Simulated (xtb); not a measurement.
xtb 6.7.1, GFN2-xTB: Si(NHMe)(OH)3 (CN[Si](O)(O)O), 13 atoms. The geometry is a generated start, not checked to be a minimum at this level.

```yaml
run_flags: --grad
method: GFN2-xTB
"--acc": 1 (default)
"--etemp (K)": 300 (default)
basis_functions: 37
valence_electrons: 38
```

```xyz
13

C      1.8591    -0.0791    -0.2382
N      0.5810     0.4790    -0.6279
Si    -0.9076     0.0081     0.0981
O     -0.8642     0.3359     1.6962
O     -2.1423     0.8623    -0.5185
O     -1.2252    -1.5606    -0.2020
H      1.9896    -1.1128    -0.5744
H      1.9370    -0.0597     0.8481
H      2.6651     0.5304    -0.6503
H      0.5438     0.6080    -1.6274
H     -0.1024     0.0800     2.2060
H     -2.2109     1.7810    -0.2806
H     -2.1232    -1.8723    -0.1290
```

One run each on 1 thread. Values of broydamp tried: 0.02, 0.05, 0.1, 0.2, 0.4 (default), 0.6, 0.8, 1.

### Question
Which value of broydamp needs the fewest SCC iterations, and what happens away from it?

### Answer
Fewest SCC iterations, within one of each other: 0.4 (default) with 11, 0.6 with 11, 0.8 with 11, 1 with 12. The count rises to 19 at 0.02. All converge to one solution.

```
broydamp       SCC iterations            end
-------------  --------------  -------------
0.02                       19  same solution
0.05                       17  same solution
0.1                        15  same solution
0.2                        13  same solution
0.4 (default)              11  same solution
0.6                        11  same solution
0.8                        11  same solution
1                          12  same solution
```
